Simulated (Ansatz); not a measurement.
Quartz-high SiO2 (high-temperature phase), treated with r²SCAN in Ansatz (plane waves, PAW).

Numerical settings: plane-wave cutoff 560 eV, 12×12×6 k mesh (along the axes of the cell as run), Fermi–Dirac smearing 0.01 eV, scalar-relativistic PAW data made under PBE.

Computed at the level's own relaxed cell.

```
CELL_PARAMETERS angstrom
      5.05949     0.00000     0.00000
     -2.52974     4.38164     0.00000
      0.00000     0.00000     5.54155
ATOMIC_POSITIONS crystal
  Si 0.00000 0.50000 0.66667
  Si 0.50000 0.00000 0.00000
  Si 0.50000 0.50000 0.33333
  O  0.79175 0.58350 0.50000
  O  0.20825 0.79175 0.83333
  O  0.41650 0.20825 0.16667
  O  0.20825 0.41650 0.50000
  O  0.79175 0.20825 0.83333
  O  0.58350 0.79175 0.16667
```

Question: List the 31 lowest band energies at Γ above −25 eV (eV, relative to the valence band maximum), grouping those that round alike.

Answer: At Γ: -20.40, -18.95 (×2), -18.37, -18.33 (×2), -8.63 (×2), -5.81, -5.52, -5.42 (×2), -2.95, -2.91 (×2), -2.60, -1.75, -1.74 (×2), -1.01 (×2), -0.46 (×2), -0.19, 6.30, 9.75 (×2), 10.08 (×2), 11.12, 11.98.

Note: symmetry holds this phase in the static calculation, where it need not be a minimum; held by symmetry at 0 K, a high-temperature phase can be a saddle point.

Ansatz is a quantum-chemistry and plane-wave program.
